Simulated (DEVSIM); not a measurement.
Device: abrupt Si n-p junction, at 300 K.

| layer (left to right) | material | thickness (μm) | Nd (cm⁻³) | Na (cm⁻³) | τn (s) | τp (s) |
|---|---|---|---|---|---|---|
| 1 | Si | 1.20 | 7.6e16 | - | 9.3e-7 | 9.3e-7 |
| 2 | Si | 16.0 | - | 3.5e17 | 9.3e-7 | 9.3e-7 |

Left contact: ohmic. Right contact: ohmic. Voltage is applied to the left contact. Recombination: SRH at mid-gap. Gap narrowing is on: ΔEg = 6.92 meV × (l + √(l² + 0.5)), l = ln(N/1.3e17 cm⁻³), shared equally by both band edges. Mobility is constant in doping.

The device is made up for the run: typed textbook-type constants, with dimensions and the other settings drawn at random. Values at 300 K.

| parameter | Si |
|---|---|
| gap (eV) | 1.124 |
| affinity (eV) | 4.05 |
| permittivity | 11.7 |
| Nc (cm⁻³) | 2.86e19 |
| Nv (cm⁻³) | 3.1e19 |
| μn (cm²/Vs) | 1417 |
| μp (cm²/Vs) | 470 |

Simulated with DEVSIM: 1D drift-diffusion, Boltzmann statistics, complete ionisation; no tunnelling, impact ionisation, image-force lowering or self-heating.

Q: Tabulate band edges, carrier densities and field at -0.9 V on the left contact.

A: Energies count from the Fermi level of the right contact; mesh points crowd at the junctions.

```
x (μm)   Ec (eV)  Ev (eV)  n (cm⁻³)  p (cm⁻³)  field (V/cm)
-------  -------  -------  --------  --------  ------------
0.000      1.053   -0.068    7.6e16      1700          -250
0.02976    1.053   -0.069    7.8e16    2.0e15          -240
0.09027    1.051   -0.070    8.2e16    5.9e15          -220
0.2273     1.048   -0.073    9.0e16    1.4e16          -190
0.6471     1.042   -0.080    1.1e17    3.6e16          -130
0.9609     1.038   -0.083    1.3e17    5.1e16          -110
1.099      1.037   -0.085    1.3e17    5.8e16          -100
1.181      1.039   -0.082    1.2e17    7.0e16          3500
1.204      1.061   -0.047    5.1e16    2.7e17         14000
1.240      1.070   -0.039    3.6e16    3.9e17           ≈ 0
1.320      1.070   -0.039    3.6e16    3.9e17           -46
1.592      1.069   -0.040    3.6e16    3.9e17           -46
2.077      1.066   -0.042    3.6e16    3.9e17           -46
3.209      1.061   -0.048    3.5e16    3.9e17           -46
7.032      1.043   -0.065    3.1e16    3.8e17           -47
12.30      1.018   -0.091    2.2e16    3.7e17           -49
15.04      1.004   -0.104    1.2e16    3.6e17           -52
16.22      0.998   -0.111    6.1e15    3.6e17           -54
16.88      0.995   -0.114    2.2e15    3.5e17           -55
17.07      0.994   -0.115    8.9e14    3.5e17           -55
17.16      0.993   -0.116    3.0e14    3.5e17           -55
17.20      0.993   -0.116       600    3.5e17           -55
```
